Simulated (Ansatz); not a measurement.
A self-consistent single point of NbTeN (P4/nmm, 6 atoms in the cell) with Ansatz (an electronic-structure program).

Method: PBEsol, default PAW files made with PBE (plane waves; Ansatz).

```xyz
6
Lattice="3.5843 0.0000 0.0000 0.0000 3.5843 0.0000 0.0000 0.0000 9.5461" Properties=species:S:1:pos:R:3 pbc="T T T"
Nb     1.7921     0.0000     1.0919
Nb     0.0000     1.7921     8.4542
Te     1.7921     0.0000     6.6692
Te     0.0000     1.7921     2.8769
N      1.7921     1.7921     0.0000
N      0.0000     0.0000     0.0000
```

Reference input (self-consistent single point, DFT, r2SCAN, plane waves, default PAW files made with PBE): kpoints.mp_grid.grid = 8 8 3; hamiltonian.xc = r2scan; hamiltonian.pseudopotentials = {kind: paw} (the program's default PAW files); scf.occupations.method = methfessel_paxton; scf.occupations.width = 0.2 eV. This run's input differs from it in these lines:

Ansatz 0.2 input:
```diff
@@ -15,3 +15,3 @@
 hamiltonian:
-  xc: r2scan
+  xc: pbesol
   pseudopotentials: { kind: paw }
```

Output, abridged:

```
SCF iter   1: F=—  HF=-23554.718063 eV  |F-HF|=—  |Δ(HF+E_count)|=         —  Δρ=1.01e-2  dr2=2.37e-1  ethr=1.77e-3  ⟨swp⟩=5.6  Hψ=4795  notcnv=0
all-band conjugate gradients solve this SCF's bands
preconditioner: auto → LDOS
SCF iter   2: F=—  HF=-23554.719837 eV  |F-HF|=—  |Δ(HF+E_count)|=   1.77e-3  S|Δr|=    0.00e0  Δρ=9.78e-3  dr2=2.17e-1  ethr=3.48e-4  ⟨swp⟩=2.0  Hψ=2036  notcnv=0  defer=20
   [... lines left out ...]
SCF iter   6: F=—  HF=-23554.688774 eV  |F-HF|=—  |Δ(HF+E_count)|=   7.55e-6  S|Δr|=    0.00e0  Δρ=4.50e-5  dr2=4.58e-6  ethr=1.49e-7  ⟨swp⟩=2.2  Hψ=1431  notcnv=0  defer=14
SCF iter   7: F=—  HF=-23554.688774 eV  |F-HF|=—  |Δ(HF+E_count)|=   7.77e-8  S|Δr|=    0.00e0  Δρ=1.09e-5  dr2=3.06e-7  ethr=6.74e-9  ⟨swp⟩=2.1  Hψ=1554  notcnv=0
SCF iter   8: F=-23554.688774 eV  HF=-23554.688774 eV  |F-HF|=1.04e-8  |Δ(HF+E_count)|=  9.64e-10  S|Δr|=    0.00e0  Δρ=3.66e-6  dr2=1.92e-8  ethr=1.47e-10  ⟨swp⟩=10.2  Hψ=4953  notcnv=0
SCF 1 converged in 8 iterations: F = -23554.688774 eV  dr2 = 1.92e-8
Stability not checked (fill_not_monotonic)
Free energy (F): -23554.688774 eV
Internal energy: -23554.685864 eV  (E = F + TS)
E sigma→0 (E₀):  -23554.688046 eV
Entropy (-TS):   -0.002910 eV (-0.485 meV/atom)
Fermi energy:    10.952962 eV
--- Forces (eV/Å), atoms counted from 1 ---
  atom   1  Nb     0.00000000     0.00000000    -0.79734419
  atom   2  Nb     0.00000000     0.00000000     0.79734419
  atom   3  Te    -0.00000000     0.00000000     0.28485003
  atom   4  Te    -0.00000000     0.00000000    -0.28485003
  atom   5  N      0.00000000     0.00000000     0.00000000
  atom   6  N      0.00000000     0.00000000     0.00000000
--- Stress (GPa, compression-positive) ---
       -6.419378       0.000000       0.000000
        0.000000      -6.419378       0.000000
        0.000000       0.000000      -5.401288
  P = ⅓ Tr σ = -6.0800 GPa (-60.800 kbar)
  The stress holds the Pulay correction. Without it, at fixed plane waves, as pw.x and ABINIT print it: P = -6.2504 GPa
```

The run converged in 8 iterations. Against the reference run the pressure goes from -3.14 to -6.08 GPa and the largest force goes from 0.655 to 0.797 eV/Å. The full log also holds: “WARN basis.ecutwfc = 420 eV, the default”.

The starting cell comes from a database of computed structures (which also holds hypothetical and non-ambient phases and stackings), without a prior relaxation at this level. Spin-orbit coupling is off. Spin polarisation is off. With a pressure of about -6 GPa the cell is away from its equilibrium volume at this level. Ansatz's pressure includes its estimate of the finite-basis (Pulay) stress.
